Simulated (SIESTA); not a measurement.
SIESTA run on CdPd (P1, 2 atoms in the cell): self-consistent single point.

Level of theory: GGA PBEsol, numerical atomic orbitals DZP, PseudoDojo PBEsol standard norm-conserving potentials (rewritten from UPF to PSML) run with SIESTA.

```
CELL_PARAMETERS angstrom
      3.03726     0.00000     0.00000
      0.00000     3.03726     0.00000
      0.00000     0.00000     3.69349
ATOMIC_POSITIONS crystal
  Cd 0.98910 0.00840 0.99958
  Pd 0.51090 0.49160 0.50042
```

Reference input (self-consistent single point, DFT, LDA PW92, numerical atomic orbitals DZP, PseudoDojo LDA standard norm-conserving potentials (rewritten from UPF to PSML)): XC.functional = LDA; XC.authors = PW92; potentials = PseudoDojo LDA standard; PAO.BasisSize = DZP; PAO.EnergyShift = 0.01 Ry; MeshCutoff = 350 Ry; kgrid.MonkhorstPack = 9 9 8; OccupationFunction = FD; ElectronicTemperature = 1160.45 K; MaxSCFIterations = 150; SCF.Mixer.Method = Pulay; SCF.Mixer.Weight = 0.2. This run's input differs from it in these lines:

```diff
@@ -1,2 +1,2 @@
-# files in the folder: Cd.psml Pd.psml (PseudoDojo LDA standard)
+# files in the folder: Cd.psml Pd.psml (PseudoDojo PBEsol standard)
 SystemName  CdPd
@@ -22,4 +22,4 @@
 
-XC.functional                LDA
-XC.authors                   PW92
+XC.functional                GGA
+XC.authors                   PBEsol
 PAO.BasisSize                DZP
```

The program printed (abridged):

```
        iscf     Eharris(eV)        E_KS(eV)     FreeEng(eV)     dDmax    Ef(eV) dHmax(eV)
   scf:    1    -8415.343535    -8430.842952    -8430.864231  0.877035 -3.258866 15.006833
   scf:    2    -8437.852056    -8435.219870    -8435.239368  0.271081 -3.162567  5.686712
   scf:    3    -8436.153208    -8435.775699    -8435.795469  0.153781 -3.274929  1.692808
   scf:    4    -8435.876137    -8435.848457    -8435.868612  0.079911 -3.400085  0.124147
   scf:    5    -8435.846517    -8435.848333    -8435.868515  0.019321 -3.398098  0.238655
   [... 2 lines left out ...]
   scf:    8    -8435.849447    -8435.849459    -8435.869678  0.000724 -3.414780  0.022044
   scf:    9    -8435.849475    -8435.849469    -8435.869689  0.000655 -3.415076  0.002187
   scf:   10    -8435.849469    -8435.849469    -8435.869689  0.000074 -3.415120  0.000022
   scf:   11    -8435.849469    -8435.849469    -8435.869689  0.000001 -3.415122  0.000017
SCF Convergence by DM+H criterion
max |DM_out - DM_in|         :     0.0000011084
max |H_out - H_in|      (eV) :     0.0000171051
SCF cycle converged after 11 iterations

Using DM_out to compute the final energy and forces

siesta: E_KS(eV) =            -8435.8495

siesta: E_KS - E_eggbox =     -8435.8495

siesta: Atomic forces (eV/Ang):
     1    0.261122   -0.203859    0.016994
     2   -0.264148    0.212101   -0.017366
   Tot   -0.003025    0.008243   -0.000372
   Max    0.264148
   Res    0.193690    sqrt( Sum f_i^2 / 3N )
   Max    0.264148    constrained

Stress tensor Voigt[x,y,z,yz,xz,xy] (kbar):       63.63       62.89       51.31        0.10       -0.17        3.02
(Free)E + p*V (eV/cell)    -8437.1303
Target enthalpy (eV/cell)    -8435.8697

siesta: Program's energy decomposition (eV):
siesta: FreeEng =     -8435.869689

   [... lines left out ...]
siesta: Cell volume =         34.072254 Ang**3
siesta:         -59.27539205        -57.03746348  kBar
   [... lines left out ...]
               4dz2    4dxz    4dx2-y2
   2 18.336   1.973   0.646  -0.033   2.001   1.995   2.001   0.266   0.220
              0.266   1.606   1.571   1.668   1.571   1.560   0.235   0.217

              0.158   0.217   0.197

mulliken: Qtot =       38.000

Mulliken Atomic Populations:
Atom #   charge [q] valence [e]  Species
     1     0.336115   19.663885  Cd
     2    -0.336115   18.336115  Pd
 Total     0.000000
```

The run converged in 11 iterations. Against the reference run the pressure goes from -10.38 to -5.93 GPa and the largest force goes from 0.314 to 0.339 eV/Å.

The starting cell comes from a database of computed structures (which also holds hypothetical and non-ambient phases and stackings), without a prior relaxation at this level. Its atoms were displaced at random from the sites of space group no. 123. Spin polarisation is off. Values carry the incompleteness of an atom-centred basis. With a pressure of about -6 GPa the cell is away from its equilibrium volume at this level.
